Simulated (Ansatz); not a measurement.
Here is the system:

```
CELL_PARAMETERS angstrom
      2.89206     0.00000     0.00000
     -1.44603     2.50460     0.00000
      0.00000     0.00000     7.44814
ATOMIC_POSITIONS crystal
  Re 0.66667 0.33333 0.75000
  Re 0.33333 0.66667 0.25000
  B  0.66667 0.33333 0.45169
  B  0.33333 0.66667 0.54831
  B  0.33333 0.66667 0.95169
  B  0.66667 0.33333 0.04831
```

Method: PBEsol, DFPT electron-phonon coupling, linearised Boltzmann equation (plane waves, PAW, scalar-relativistic; Ansatz, an electronic-structure program). Geometry: relaxed with this functional, without spin-orbit coupling.

Problem. What phonon-limited resistivity does this give at 300 K?

Solution. 12.2 (x), 12.2 (y), 2.9 (z) μΩ·cm.

Problem. And the electrons' mean free path at that temperature?

Solution. 15.1 (x), 15.1 (y), 24 (z) nm, weighted by the current that each state carries. Wires not much wider than this gain resistivity from their walls.

A metal at this level (no band gap). Only scattering by harmonic phonons is included (no impurities, grain boundaries, electron-electron scattering or thermal expansion). Spin-orbit coupling is left out, which matters with elements this heavy. Halving the electron mesh (32x32x12) moves the resistivity by up to 1 % at 300 K, the mean free path by up to 5 %. Smearing 0.20 eV; phonons on a 6x6x2 q mesh, which this run doesn't test.

Formula and space group known from diffraction (Crystallography Open Database), not checked to be the room-temperature form: ReB2 (P6_3/mmc).
